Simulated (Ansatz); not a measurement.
Worked example: self-consistent single point of MgRh (Pm-3m, 2 atoms in the cell) in Ansatz (an electronic-structure program).

Level of theory: PBEsol, default PAW files made with PBE (plane waves; Ansatz).

```
CELL_PARAMETERS angstrom
      3.09920     0.00000     0.00000
      0.00000     3.09920     0.00000
      0.00000     0.00000     3.09920
ATOMIC_POSITIONS crystal
  Rh 0.50000 0.50000 0.50000
  Mg 0.00000 0.00000 0.00000
```

Reference input (self-consistent single point, DFT, PBEsol, plane waves, default PAW files made with PBE): basis.ecutwfc = 420 eV; kpoints.mp_grid.grid = 11 11 11; hamiltonian.xc = pbesol; hamiltonian.pseudopotentials = {kind: paw} (the program's default PAW files); scf.occupations.method = gaussian; scf.occupations.width = 0.136 eV. This run's input differs from it in these lines:

Ansatz 0.2 input:
```diff
@@ -12,3 +12,3 @@
 kpoints:
-  mp_grid: { grid: [11, 11, 11] }
+  mp_grid: { grid: [7, 7, 7] }
 hamiltonian:
```

Log, with long lists cut:

```
SCF iter   1: F=—  HF=-8251.553026 eV  |F-HF|=—  |Δ(HF+E_count)|=         —  Δρ=8.97e-3  dr2=2.10e-2  ethr=1.77e-3  ⟨swp⟩=4.9  Hψ=1528  notcnv=0
all-band conjugate gradients solve this SCF's bands
preconditioner: auto → none
SCF iter   2: F=—  HF=-8251.551092 eV  |F-HF|=—  |Δ(HF+E_count)|=   1.93e-3  Δρ=4.78e-3  dr2=7.09e-3  ethr=7.77e-5  ⟨swp⟩=1.1  Hψ=527  notcnv=0
SCF iter   3: F=—  HF=-8251.549881 eV  |F-HF|=—  |Δ(HF+E_count)|=   1.21e-3  Δρ=4.79e-4  dr2=1.46e-5  ethr=2.62e-5  ⟨swp⟩=2.0  Hψ=428  notcnv=0
SCF iter   4: F=—  HF=-8251.549886 eV  |F-HF|=—  |Δ(HF+E_count)|=   5.83e-6  Δρ=9.18e-5  dr2=1.35e-6  ethr=5.39e-8  ⟨swp⟩=2.0  Hψ=588  notcnv=0
iter 5 did not close the SCF: its close was put off for the readings that it lacked (scf_convergence_deferred on its scf_iter line)
SCF iter   5: F=-8251.549886 eV  HF=-8251.549886 eV  |F-HF|=5.68e-10  |Δ(HF+E_count)|=   2.41e-7  Δρ=1.01e-5  dr2=1.02e-8  ethr=5.01e-9  ⟨swp⟩=2.1  Hψ=568  notcnv=0
SCF iter   6: F=-8251.549886 eV  HF=-8251.549886 eV  |F-HF|=2.18e-10  |Δ(HF+E_count)|=  8.00e-10  Δρ=1.63e-6  dr2=3.05e-10  ethr=3.77e-11  ⟨swp⟩=2.2  Hψ=1176  notcnv=0
SCF 1 converged in 6 iterations: F = -8251.549886 eV  dr2 = 3.05e-10
Free energy (F): -8251.549886 eV
Internal energy: -8251.533118 eV  (E = F + TS)
E sigma→0 (E₀):  -8251.541502 eV
Entropy (-TS):   -0.016768 eV (-8.384 meV/atom)
Fermi energy:    13.890478 eV
--- Forces (eV/Å), atoms counted from 1 ---
  atom   1  Rh     0.00000000     0.00000000    -0.00000000
  atom   2  Mg    -0.00000000     0.00000000    -0.00000000
--- Stress (GPa, compression-positive) ---
       -1.874832      -0.000000       0.000000
        0.000000      -1.874832       0.000000
       -0.000000      -0.000000      -1.874832
  P = ⅓ Tr σ = -1.8748 GPa (-18.748 kbar)
  The stress holds the Pulay correction. Without it, at fixed plane waves, as pw.x and ABINIT print it: P = -1.9115 GPa
```

The run converged in 6 iterations. Against the reference run the free energy rises by 5.5 meV/atom and the pressure moves little (-1.95 to -1.87 GPa).

The starting cell comes from a database of published, mostly measured structures (it also holds non-ambient and calculated ones), without a prior relaxation at this level. Spin polarisation is off. Ansatz's pressure includes its estimate of the finite-basis (Pulay) stress.
